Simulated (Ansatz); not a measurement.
# PtSe2: pressure series

The parent structure is PtSe₂ in the CdI2 type structure (space group P-3m1, No. 164; a = 3.7724 Å, c = 4.8183 Å; layered).

Cell and atoms are relaxed at each pressure.

Computed with PBE-D3(BJ) (Ansatz, a program for electronic structure), no spin-orbit coupling.

Notes on the quantities. enthalpy: H = E + PV relative to the base's energy.

```tsv
variant	lattice parameter a	enthalpy
base	377.2 pm	–
pressure −2 GPa	378.2 pm	-0.25 eV/atom
pressure −1 GPa	377.8 pm	-0.12 eV/atom
pressure 0.3 GPa	377.1 pm	+0.04 eV/atom
pressure 0.7 GPa	376.8 pm	+0.09 eV/atom
pressure 1.5 GPa	376.3 pm	+0.18 eV/atom
pressure 3 GPa	375.4 pm	+0.36 eV/atom
pressure 5 GPa	374.2 pm	+0.60 eV/atom
pressure 7.5 GPa	372.8 pm	+0.88 eV/atom
pressure 10 GPa	371.5 pm	+1.16 eV/atom
```

Load acts through the strain it causes; cell and atoms are relaxed under it. Stability against distortions was not tested. Competing high-pressure phases were not computed. The final runs are not spin-polarised.
